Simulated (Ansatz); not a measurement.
The parent structure is TiAl (space group P4/mmm, No. 123; relaxed with 0.1 eV smearing).

```
CELL_PARAMETERS angstrom
      2.81271     0.00000     0.00000
      0.00000     2.81271     0.00000
      0.00000     0.00000     4.06160
ATOMIC_POSITIONS crystal
  Ti 0.00000 0.00000 0.00000
  Al 0.50000 0.50000 0.50000
```

Cartesian axes are those of the cell as printed.

Level of theory: DFT with r2SCAN, PAW potentials and a 500 eV plane-wave cutoff in Ansatz (a first-principles code), without spin-orbit coupling.

One thing is altered: a pure shear with ε_xz = ε_zx = 0.0200; the atoms relax in the strained cell.

Task: Predict the stress tensor and what it implies for the stiffness.

Result: Stress of the strained cell less that of the base (GPa, compression positive):
```
    0.2     0.0    -4.9
    0.0     0.2     0.0
   -4.9     0.0     0.3
```

Then −Δσ/γ with γ = 2ε = 0.0400 gives secant stiffness values (nonlinear terms included at this strain): C55 ≈ 124 GPa.

As a check, the harmonic strain energy −½ V₀ Δσ:ε is 9.9 meV/atom; the computed energy rise is 9.9 meV/atom.

No phonon test of stability was made. The final runs are not spin-polarised.
